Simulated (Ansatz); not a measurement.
How the enthalpy of formation of SnO (model structure, started from the MnP type, Pnma, No. 62, 8 atoms in the cell) moves with the method

No measured value is used here.

| level (code) | value (eV/atom) |
|---|---|
| PBE (Ansatz) | -1.121 |
| PBEsol (Ansatz) | -1.122 |
| PBE-D3(BJ) (Ansatz) | -1.126 |

Density-functional levels without +SOC have no spin–orbit coupling, which shifts binding energies of heavy elements. Each level is taken at its own relaxed cell. Ansatz's density-functional and Hartree–Fock values are scalar-relativistic unless marked +SOC, with PAW data made under PBE.

A model structure was made by putting elements into a prototype or built by hand; it is no filed structure, need not be a known phase, and can be a saddle point held by its symmetry.

Ansatz is a quantum-chemistry and plane-wave program.
